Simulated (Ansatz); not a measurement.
Start from HfN in the rock salt structure (space group Fm-3m, No. 225; a = 4.468 Å; relaxed with 0.1 eV smearing). Axes: x, y, z lie along the cube axes.

Computed with DFT with LDA, PAW potentials and a 420 eV plane-wave cutoff in Ansatz (an electronic-structure program), spin-orbit coupling left out.

Perturbation: biaxial strain +2.50 %, plane normal [001], relaxed out of plane (Cartesian); in-plane vectors clamped, the third vector and the atoms free.

**Question.** Estimate the effect on the in-plane stress.

**Answer.** The mean in-plane stress (compression positive) comes out as -16.0 GPa.

**Question.** What does the calculation give for the energy relative to the base after the change?

**Answer.** The energy goes up by 30 meV/atom.

**Question.** What does the calculation give for the ratio −ε⊥/ε∥ after the change?

**Answer.** The ratio −ε⊥/ε∥ is 0.33.

No phonon test of stability was made. All final runs are without spin polarisation. An odd electron count without spin: HfN.
